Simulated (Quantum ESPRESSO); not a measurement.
# Convergence test for InCu2 (P6_3/mmc, 6 atoms in the cell)

```
InCu2
1.0
    4.45475     0.00000     0.00000
   -2.22737     3.85793     0.00000
    0.00000     0.00000     5.36822
In Cu
2 4
Direct
  0.66667   0.33333   0.75000
  0.33333   0.66667   0.25000
  0.00000   0.00000   0.00000
  0.00000   0.00000   0.50000
  0.66667   0.33333   0.25000
  0.33333   0.66667   0.75000
```

Level of theory: PBEsol, PSlibrary ultrasoft (PBE) pseudopotentials (plane waves; Quantum ESPRESSO 7.5).

The starting cell comes from a database of computed structures (which also holds hypothetical and non-ambient phases and stackings), without a prior relaxation at this level. Spin polarisation is off. In the base run, with a pressure of about -6 GPa the cell is away from its equilibrium volume at this level.

Held fixed: ecutwfc = 50 Ry; ecutrho = 300 Ry; occupations = smearing; smearing = gaussian; degauss = 0.0036749 Ry; input_dft = pbesol; potentials = {In: In.pbe-dn-rrkjus_psl.1.0.0.UPF, Cu: Cu.pbe-dn-rrkjus_psl.1.0.0.UPF}; K_POINTS = automatic 7 7 5 0 0 0; mixing_beta = 0.3.

ΔF is the free energy per atom less that of the last row (1e-13 Ry).

The series runs over conv_thr = 0.0001 Ry; 1e-05 Ry; 1e-07 Ry; 1e-09 Ry; 1e-11 Ry; 1e-13 Ry.

**Question.** From which setting on does the pressure stay within 0.05 GPa of the last one?

**Answer.** From conv_thr = 1e-09 Ry on; the one before it is off by 0.20 GPa. The value it settles on is -5.99 GPa at this level of theory and with the other settings as held.

```csv
conv_thr,ΔF (meV/atom),pressure (GPa),iterations
0.0001 Ry,0.01,-7.75,7
1e-05 Ry,0.01,-7.75,7
1e-07 Ry,0.00,-6.19,10
1e-09 Ry,0.00,-6.00,13
1e-11 Ry,0.00,-5.99,16
1e-13 Ry,0.00,-5.99,16
```

Left out of this page: 1 run of the series outside the window shown, repeating another row's setting, or not comparable.
